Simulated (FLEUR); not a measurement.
Input and output of a self-consistent single point for Sr3In (Fm-3m, 4 atoms in the cell) (FLEUR).

Method: FLEUR with PBEsol, all-electron FLAPW (FLEUR), scalar-relativistic valence.

The change in words: lattice scaled by 0.98. Reference geometry:
```
CELL_PARAMETERS angstrom
      0.00000     4.33444     4.33444
      4.33444     0.00000     4.33444
      4.33444     4.33444     0.00000
ATOMIC_POSITIONS crystal
  Sr 0.75000 0.75000 0.75000
  Sr 0.25000 0.25000 0.25000
  Sr 0.50000 0.50000 0.50000
  In 0.00000 0.00000 0.00000
```

Reference input (self-consistent single point, DFT, PBEsol, all-electron FLAPW (FLEUR), scalar-relativistic valence): Kmax = 3.8 1/bohr; GmaxXC = 13.3 1/bohr; xcFunctional = PBEs; jspins = 1; l_soc = F; mode = hist; fermiSmearingEnergy = 0.00367493 Htr; mesh (inpgen div1-3) = 7 7 7; inpgen gamma flag = false; Gmax = 13.3 1/bohr; numbands = 0; maxIterBroyd = 15. This run's input differs from it in these lines:

```diff
@@ -3,5 +3,5 @@
 &input film=f /
--0.0000000000 4.3344450000 4.3344450000
-4.3344450000 0.0000000000 4.3344450000
-4.3344450000 4.3344450000 -0.0000000000
+0.0000000000 4.2477560000 4.2477560000
+4.2477560000 0.0000000000 4.2477560000
+4.2477560000 4.2477560000 0.0000000000
 1.8897261246
@@ -46,5 +46,5 @@
          <bravaisMatrix>
-            <row-1>    0.0000000000000000     8.1909139521418464     8.1909139521418464</row-1>
-            <row-2>    8.1909139521418464     0.0000000000000000     8.1909139521418464</row-2>
-            <row-3>    8.1909139521418464     8.1909139521418464     0.0000000000000000</row-3>
+            <row-1>    0.0000000000000000     8.0270954841263968     8.0270954841263968</row-1>
+            <row-2>    8.0270954841263968     0.0000000000000000     8.0270954841263968</row-2>
+            <row-3>    8.0270954841263968     8.0270954841263968     0.0000000000000000</row-3>
          </bravaisMatrix>
```

The program printed (abridged):

```
 Iteration:     1   Distance:       2.69660621 me/bohr^3
 Iteration:     2   Distance:       2.50547909 me/bohr^3
 Iteration:     3   Distance:       1.04919343 me/bohr^3
 Iteration:     4   Distance:       0.71178302 me/bohr^3
 Iteration:     5   Distance:       0.55758037 me/bohr^3
   [... 8 lines left out ...]
 Iteration:    14   Distance:       0.00001547 me/bohr^3
 Iteration:    15   Distance:       0.00001261 me/bohr^3
 Iteration:    16   Distance:       0.00001164 me/bohr^3
 Iteration:    17   Distance:       0.00000723 me/bohr^3
 Run finished successfully
 Stop message:
   Structural relaxation: Done

[file out, last iteration]
             iter=     18
[...]
          total density-effective poten   -2.5156326176E+04
          total charge density-energy d   -4.6719358885E+02
 Updated energy parameters for spin:           1
[...]
 fermi energy and band-weighting factors:
    0.380675

[...]
FERMIE:
          first approx. to ef    (T=0)  :   0.208383 htr   (energy of the highest occ. eigenvalue)
          number of occ. states  (T=0)  :        430
          first approx. to seigv (T=0)  : -16.683070 htr
          sum of weights of occ. states :  21.542274
          sum of semicore charge        :   0.000000 e
FERHIS:  Fermi-Energy by histogram:
          bandgap                     :   0.000149 htr
   [... lines left out ...]
          charge neutrality (T=0)     :   0.084548    (zero if the highest occ. eigenvalue is "entirely" occupied)
     EF_NEWTON:  Adjust Fermi-Energy by Newton-Method.
 Direct bandgap for spin            1 :    2.2570011178096316E-003  Htr
 ---->    free energy=                    -15414.4905797501 htr
   [... lines left out ...]
 TOTAL FORCE FOR ATOM TYPE=  1  X= -4.014   Y= -4.014   Z= -4.014
                       FX_TOT= 0.000000 FY_TOT= 0.000000 FZ_TOT= 0.000000
 TOTAL FORCE FOR ATOM TYPE=  2  X=  8.027   Y=  8.027   Z=  8.027
                       FX_TOT= 0.000000 FY_TOT= 0.000000 FZ_TOT= 0.000000
 TOTAL FORCE FOR ATOM TYPE=  3  X=  0.000   Y=  0.000   Z=  0.000
                       FX_TOT= 0.000000 FY_TOT= 0.000000 FZ_TOT= 0.000000
 Structural relaxation: Done
```

The run converged in 17 iterations. FLEUR gives forces in its relaxation mode, with a further iteration, so its stop message speaks of a relaxation. Against the reference run the free energy goes down by 9.5 meV/atom.

The starting cell comes from a database of computed structures (which also holds hypothetical and non-ambient phases and stackings), without a prior relaxation at this level. For this run, on top of that: lattice scaled by 0.98. Values depend on the basis (sphere radii, cutoffs, local orbitals), which need not be converged. The log's line on a gap gives a spacing of levels on this mesh, which the program prints for metals too.

Cost on one core of a shared machine: roughly 3 min.
